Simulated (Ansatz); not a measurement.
Ansatz (a quantum-chemistry and plane-wave program) run on Al2Cu (I4mm, 3 atoms in the cell): self-consistent single point.

Computed with LDA (PW92), default PAW files made with PBE (plane waves; Ansatz).

```xyz
3
Lattice="-2.0202 2.0202 2.8368 2.0202 -2.0202 2.8368 2.0202 2.0202 -2.8368" Properties=species:S:1:pos:R:3 pbc="T T T"
Al     0.0000     2.0202     1.4184
Al     2.0202     0.0000     1.4184
Cu     0.0000     0.0000     2.8868
```

Reference input (self-consistent single point, DFT, LDA (PW92), plane waves, default PAW files made with PBE): basis.ecutwfc = 420 eV; kpoints.mp_grid.grid = 11 11 11; hamiltonian.xc = lda; hamiltonian.pseudopotentials = {kind: paw} (the program's default PAW files); scf.occupations.method = gaussian; scf.occupations.width = 0.1 eV. This run's input differs from it in these lines:

Ansatz 0.2 input:
```diff
@@ -13,3 +13,3 @@
   mp_grid:
-    grid: [11, 11, 11]
+    grid: [9, 9, 9]
 hamiltonian:
@@ -21,3 +21,3 @@
     method: gaussian
-    width: 0.1
+    width: 0.3
 output:
```

Output, abridged:

```
SCF iter   1: F=—  HF=-7582.125208 eV  |F-HF|=—  |Δ(HF+E_count)|=         —  Δρ=8.36e-3  dr2=1.35e-2  ethr=1.77e-3  ⟨swp⟩=5.1  Hψ=6207  notcnv=0
all-band conjugate gradients solve this SCF's bands
preconditioner: auto → Kerker (q_TF=auto, 2.462 Å⁻¹)
SCF iter   2: F=—  HF=-7582.121562 eV  |F-HF|=—  |Δ(HF+E_count)|=   3.65e-3  Δρ=2.53e-3  dr2=3.45e-3  ethr=5.41e-5  ⟨swp⟩=2.6  Hψ=2787  notcnv=0
SCF iter   3: F=—  HF=-7582.121098 eV  |F-HF|=—  |Δ(HF+E_count)|=   4.64e-4  Δρ=1.66e-3  dr2=1.12e-3  ethr=1.38e-5  ⟨swp⟩=1.1  Hψ=1289  notcnv=0
SCF iter   4: F=—  HF=-7582.120820 eV  |F-HF|=—  |Δ(HF+E_count)|=   2.78e-4  Δρ=2.01e-4  dr2=2.66e-5  ethr=4.49e-6  ⟨swp⟩=2.0  Hψ=1820  notcnv=0
SCF iter   5: F=—  HF=-7582.120800 eV  |F-HF|=—  |Δ(HF+E_count)|=   2.00e-5  Δρ=5.91e-5  dr2=1.82e-6  ethr=1.06e-7  ⟨swp⟩=2.4  Hψ=1898  notcnv=0
SCF iter   6: F=—  HF=-7582.120799 eV  |F-HF|=—  |Δ(HF+E_count)|=   4.72e-7  Δρ=1.07e-5  dr2=7.19e-8  ethr=4.00e-10  ⟨swp⟩=3.6  Hψ=4702  notcnv=0
SCF iter   7: F=-7582.120799 eV  HF=-7582.120799 eV  |F-HF|=3.79e-9  |Δ(HF+E_count)|=   3.60e-9  Δρ=7.96e-6  dr2=3.40e-8  ethr=2.88e-10  ⟨swp⟩=3.3  Hψ=3505  notcnv=0
SCF 1 converged in 7 iterations: F = -7582.120799 eV  dr2 = 3.40e-8
Free energy (F): -7582.120799 eV
Internal energy: -7582.076593 eV  (E = F + TS)
E sigma→0 (E₀):  -7582.098696 eV
Entropy (-TS):   -0.044207 eV (-14.736 meV/atom)
Fermi energy:    9.370354 eV
--- Forces (eV/Å), atoms counted from 1 ---
  atom   1  Al    -0.00000000    -0.00000000     0.18313726
  atom   2  Al     0.00000000    -0.00000000     0.18313726
  atom   3  Cu     0.00000000     0.00000000    -0.36628822
--- Stress (GPa, compression-positive) ---
       -1.741949       0.000000       0.000000
        0.000000      -1.741949       0.000000
        0.000000       0.000000      -1.212118
  P = ⅓ Tr σ = -1.5653 GPa (-15.653 kbar)
  The stress holds the Pulay correction. Without it, at fixed plane waves, as pw.x and ABINIT print it: P = -1.6394 GPa
```

The run converged in 7 iterations. Against the reference run the free energy drops by 5.7 meV/atom, the pressure hardly changes (-1.60 to -1.57 GPa) and the largest force hardly changes (0.367 to 0.366 eV/Å).

The starting cell comes from a database of computed structures (which also holds hypothetical and non-ambient phases and stackings), without a prior relaxation at this level. Its lattice was rescaled by up to half a per cent. One atom was moved a little off its site on purpose. Spin polarisation is off. Ansatz's pressure includes its estimate of the finite-basis (Pulay) stress.
